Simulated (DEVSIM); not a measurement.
System: W/SiO2/p-Ge capacitor, at 300 K.

Layer 1 from the left is SiO2, thickness (nm) 1.50. Layer 2 from the left is Ge, thickness (nm) 9500, Na (cm⁻³) 3.9e15.

Metal gate on the left, work function 4.6 eV. Fixed charge at the semiconductor interface -8.5e10 cm⁻² (in units of +e); no interface traps.

This is a model device: material constants are rounded textbook-type values typed into the input, and sizes, dopings and lifetimes were drawn at random. Values at 300 K.

SiO2: gap (eV) 9, affinity (eV) 0.9, permittivity 3.9. Ge: gap (eV) 0.664, affinity (eV) 4, permittivity 16, Nc (cm⁻³) 1.04e19, Nv (cm⁻³) 6e18.

DEVSIM, 1D Poisson equation in equilibrium, Boltzmann statistics, complete ionisation; no quantum confinement or tunnelling. Metal contacts follow the ideal Schottky-Mott rule: no Fermi-level pinning, no interface dipoles.

Q: What does the simulation give for the flat-band voltage, the minimum of the low-frequency capacitance, the threshold voltage (band bending 2φF)?

A: flat-band voltage 0.13 V; minimum of the low-frequency capacitance 0.0522 μF/cm²; threshold voltage (band bending 2φF) 0.41 V.
